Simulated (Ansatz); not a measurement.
Where the default PAW files enter, the runs use the earlier of Ansatz's two default sets.

Tunnelling through a barrier is set by its complex band structure: the current falls as exp(−2κd) with the smallest κ.

Given:

```yaml
crystal:
  lattice:
    - [3.18893, 0.00000, 0.00000]
    - [0.00000, 5.19236, 0.00000]
    - [1.59447, 0.00000, 2.76169]
  atoms:
    - { symbol: Ga, position: [0.66667, 0.50092, 0.66667] }
    - { symbol: Ga, position: [0.33333, 0.00092, 0.33333] }
    - { symbol: N, position: [0.66667, 0.12408, 0.66667] }
    - { symbol: N, position: [0.33333, 0.62408, 0.33333] }
```

Space group of this cell: P6_3mc, wurtzite. The cell is taken as given; by r2SCAN its mean pressure is -1.0 GPa.

Transport runs along the normal of the first two printed cell vectors, the (100) plane of the conventional cell.

The gap is the functional's own. No spin-orbit coupling. Mid-gap values are those at the computed energy nearest the middle.

### Question
Compute, with r2SCAN (Ansatz, a program for electronic structure), the band gap and the smallest decay constant κ at mid-gap.

### Answer
Gap 2.32 eV on a 12×6×12 mesh; κ = 0.164 1/Å, at the zone centre.
